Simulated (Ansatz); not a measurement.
Take Ru in the hcp (Mg type) structure (space group P6_3/mmc, No. 194; a = 2.691 Å, c = 4.249 Å; relaxed with 0.1 eV smearing) as the base. Axes: x lies along a and z along c of the hexagonal cell.

All numbers come from PBEsol (Ansatz, an electronic-structure program, PAW, spin-orbit coupling left out).

Strains are applied to the cell and any free atomic positions relax.

One change was made to it. Results:

The energy goes up by 12 meV/atom; the band gap remains zero.

Problem. Which of these changes matches the shifts?
A. uniaxial strain ε_zz = −0.50 %
B. uniaxial strain ε_zz = +1.00 %
C. uniaxial strain ε_zz = −2.00 %

Solution. C, uniaxial strain ε_zz = −2.00 %. For comparison, the energy relative to the base in the other runs: uniaxial strain ε_zz = +1.00 % gives +2.9 meV/atom; uniaxial strain ε_zz = −0.50 % gives +0.7 meV/atom.

Stability against distortions was not tested. The final runs are not spin-polarised.
